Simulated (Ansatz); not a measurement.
Here is the system:

```
CELL_PARAMETERS angstrom
      0.00000     4.37182     4.37182
      4.37182     0.00000     4.37182
      4.37182     4.37182     0.00000
ATOMIC_POSITIONS crystal
  K  0.75000 0.75000 0.75000
  K  0.25000 0.25000 0.25000
  Na 0.50000 0.50000 0.50000
  In 0.00000 0.00000 0.00000
  F  0.76149 0.23851 0.23851
  F  0.23851 0.76149 0.76149
  F  0.23851 0.76149 0.23851
  F  0.76149 0.23851 0.76149
  F  0.23851 0.23851 0.76149
  F  0.76149 0.76149 0.23851
```

No spin polarisation.

Method: Ansatz (a program for electronic structure) PBEsol, scalar-relativistic without spin-orbit coupling. Γ-centred 7×7×7 mesh, Fermi–Dirac width 0.05 eV.

Task: What is the computed band gap?

Result: 5.23 eV.

Task: Estimate the gap character.

Result: Direct at Γ.

Load acts through the strain it causes; cell and atoms are relaxed under it. Whether these cells are dynamically stable was not tested. The cell was made from K2NaInF6 (space group Fm-3m, No. 225; a cell from a computed database, its experimental status unchecked) by this change: pressure −2 GPa.
